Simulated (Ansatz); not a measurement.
## CdSe, pressure series

Base system: CdSe in the wurtzite structure (space group P6_3mc, No. 186).

```yaml
crystal:
  lattice:
    - [4.38272, 0.00000, 0.00000]
    - [-2.19136, 3.79554, 0.00000]
    - [0.00000, 0.00000, 7.15447]
  atoms:
    - { symbol: Cd, position: [0.66667, 0.33333, 0.00047] }
    - { symbol: Cd, position: [0.33333, 0.66667, 0.50047] }
    - { symbol: Se, position: [0.66667, 0.33333, 0.62473] }
    - { symbol: Se, position: [0.33333, 0.66667, 0.12473] }
```

Cell and atoms are relaxed at each pressure.

The values are results of PBE (Ansatz, a first-principles code, PAW, no spin-orbit coupling), not measurements.

Base values:

The band gap is 0.54 eV.

Q: The aim is a band gap between 0.69 eV and 0.75 eV. Which of these changes reaches it?
(A) pressure 4.2 GPa
(B) pressure 1.8 GPa
(C) pressure 60 GPa

A: A, pressure 4.2 GPa. It gives 0.71 eV; pressure 60 GPa gives zero; pressure 1.8 GPa gives 0.62 eV. Changes not listed may reach it too

A case with no gap was solved on a k-mesh chosen for an insulator, which is coarse for it. From pressure 60 GPa on, the axis ratios lie over 15 % from the base's, so the cell there is far from its starting form. Load acts through the strain it causes; cell and atoms are relaxed under it. No phonon test of stability was made. All final runs are without spin polarisation. Measured, CdSe leaves this structure (for rock salt) near 2.72 GPa (temperature not stated; as listed in Datta, Sujoy, Jana, Debnarayan, arXiv (2020)), on rising pressure, with hysteresis.
